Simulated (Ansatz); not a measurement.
Cell and atoms of amorphous Hf$_{18}$O$_{37}$Mg:

```xyz
56
Lattice="8.9679 0.0000 0.0000 0.0000 8.9679 0.0000 0.0000 0.0000 8.9679" Properties=species:S:1:pos:R:3 pbc="T T T"
Hf     2.1225     6.4692     5.9347
Hf     3.0170     3.6663     4.6282
Hf     3.3005     8.3566     0.6291
Hf     0.9771     0.9340     3.8959
Hf     7.5774     8.4110     6.6022
Hf     0.0841     0.0208     1.1036
Hf     1.1766     1.5833     7.2804
Hf     2.8218     2.5421     1.5255
Hf     4.9427     7.0582     3.8370
Hf     6.2282     3.7867     4.9703
Hf     8.4987     4.9993     7.2712
Hf     5.5818     2.5871     8.2417
Hf     8.5260     3.3884     1.8228
Hf     4.2276     0.6544     5.8431
Hf     6.3234     6.1554     0.5293
Hf     8.1651     6.5086     3.9042
Hf     3.2464     4.9694     8.4654
Hf     6.1736     1.1715     2.3149
O      5.0954     0.3644     3.9117
O      8.8805     0.8558     5.6501
O      5.8818     0.6384     7.0635
O      6.9073     2.3344     0.7301
O      4.3397     6.8183     8.7450
O      1.4592     7.5544     0.7402
O      2.3337     4.5513     1.2292
O      2.1524     0.6430     2.1002
O      6.8867     3.0333     3.2477
O      0.8170     2.1418     0.4967
O      2.8648     0.3000     7.6265
O      4.6812     2.6591     5.7632
O      8.7880     0.2368     8.0740
O      0.7118     3.4241     6.8491
O      7.1963     6.7725     7.7675
O      3.6244     7.6954     5.3973
O      8.3739     1.2773     2.6553
O      5.2526     4.4962     0.0861
O      6.6820     7.6015     4.9324
O      8.9155     5.1903     2.6195
O      6.8276     3.5284     6.9923
O      3.6764     7.2218     2.3362
O      2.0522     5.4760     4.2308
O      1.4083     5.8359     7.7570
O      0.5088     7.9404     3.2453
O      1.3531     2.8936     3.2221
O      7.9256     4.7929     0.2925
O      2.4026     1.6384     5.3349
O      4.5464     1.0978     0.9982
O      0.1651     7.0578     5.8235
O      6.4563     6.3009     2.5970
O      4.0354     2.9703     3.0543
O      3.4338     2.8834     8.4464
O      7.8037     4.9960     5.2439
O      3.2475     4.8185     6.4241
O      7.0401     8.4879     1.3291
O      4.8479     5.1208     4.4776
Mg     1.7637     6.1705     2.3004
```

Computed with PBE, scalar-relativistic without spin-orbit coupling (plane waves to 420 eV, PAW; Ansatz, a first-principles code).

Preparation: random packing, a CHGNet melt and quench, and a DFT relaxation. O atoms were pushed apart under 1.9 Å during the dynamics, to hinder bonds among them. The hot cell started wider than the set density and was brought back towards it in steps. It is the lowest in DFT energy of 2 quenches. It is a model cell: composition and starting density were chosen by hand, and all elements were melted together. No dispersion term was used. Its density started from a set value of 8.82 and ended at 8.82 g/cm³. The simulated quench (nominally 380 K/ps over its main leg) is rapid and tends to freeze in more defects than a deposited or slowly cooled glass has. A cell of this size samples the disorder only roughly. The volume was held where the preparation left it, at a PBE pressure of -0.3 GPa (tension). Stress components on the final sampling reach 1.4 GPa.

Cut-offs for bonds: Hf-Hf 3.34 Å, Hf-O 2.72 Å, Hf-Mg 3.27 Å, O-O 1.58 Å, O-Mg 2.48 Å, Mg-Mg 3.19 Å. Two cations that share two anions don't count as bonded, nor two that share one unless they lie closer than Hf-Hf 3.25 Å, Hf-Mg 3.18 Å, Mg-Mg 3.10 Å.

Give the coordination numbers, mean bond lengths and angles.


```yaml
Mean coordination of Hf by anions: 6.22 (2 with 5, 10 with 6, 6 with 7)
Mean coordination of O: 3.19 (2 with 2, 26 with 3, 9 with 4)
Mean coordination of Mg by anions: 6.00 (1 with 6)
Mean Hf-O bond: 2.145 Å (spread 0.131 Å, 112 counted)
Mean O-Mg bond: 2.140 Å (spread 0.112 Å, 6 counted)
Bond angle at Hf: mean 102.7°, spread 29.2°
Bond angle at O: mean 114.2°, spread 17.2°
Bond angle at Mg: mean 104.9°, spread 31.0°
```

List the pairs of like atoms that count as bonded by the rules above.

There are none by these rules.

What Bader charges do the atoms carry, from a run on the zone centre alone?

Means (range): Hf +2.61 e (+2.53 to +2.67), O -1.32 e (-1.37 to -1.26), Mg +1.74 e (+1.74 to +1.74).
| atom | charge (e) |
|---|---|
| Hf1 | +2.53 |
| Hf2 | +2.62 |
| Hf3 | +2.60 |
| Hf4 | +2.60 |
| Hf5 | +2.67 |
| Hf6 | +2.58 |
| Hf7 | +2.61 |
| Hf8 | +2.58 |
| Hf9 | +2.62 |
| Hf10 | +2.58 |
| Hf11 | +2.63 |
| Hf12 | +2.62 |
| Hf13 | +2.66 |
| Hf14 | +2.62 |
| Hf15 | +2.63 |
| Hf16 | +2.60 |
| Hf17 | +2.58 |
| Hf18 | +2.63 |
| O19 | -1.33 |
| O20 | -1.32 |
| O21 | -1.34 |
| O22 | -1.28 |
| O23 | -1.33 |
| O24 | -1.30 |
| O25 | -1.36 |
| O26 | -1.33 |
| O27 | -1.29 |
| O28 | -1.35 |
| O29 | -1.36 |
| O30 | -1.32 |
| O31 | -1.30 |
| O32 | -1.27 |
| O33 | -1.31 |
| O34 | -1.34 |
| O35 | -1.31 |
| O36 | -1.29 |
| O37 | -1.33 |
| O38 | -1.32 |
| O39 | -1.30 |
| O40 | -1.36 |
| O41 | -1.33 |
| O42 | -1.29 |
| O43 | -1.37 |
| O44 | -1.32 |
| O45 | -1.28 |
| O46 | -1.36 |
| O47 | -1.35 |
| O48 | -1.34 |
| O49 | -1.32 |
| O50 | -1.26 |
| O51 | -1.31 |
| O52 | -1.29 |
| O53 | -1.28 |
| O54 | -1.31 |
| O55 | -1.27 |
| Mg56 | +1.74 |
